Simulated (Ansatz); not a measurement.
Take FePt (space group P4/mmm, No. 123; a = 2.731 Å, c = 3.763 Å; ferromagnetic; relaxed with 0.1 eV smearing) as the base.

All numbers come from PBE, PAW, 420 eV (Ansatz, a first-principles code; no SOC).

Before the change:

Pressure: 0.0 GPa
Largest site moment: 2.99 μB

The change: an isotropic linear strain of +0.96 %; the atoms relax in the strained cell.

Question: What does the calculation give for the energy relative to the base after the change?

Answer: The energy rises by 7.0 meV/atom.

Question: Predict the new pressure.

Answer: The pressure (mean of the normal stresses, compression positive) goes from zero to -5.3 GPa.

Question: What does the calculation give for the largest site moment after the change?

Answer: The largest site moment goes up by 0.05 μB (2.99 μB → 3.04 μB).

The magnetic state is the one reached from the starting moments; the real material's order can differ, and small cells can't hold many antiferromagnetic ones. No phonon test of stability was made.
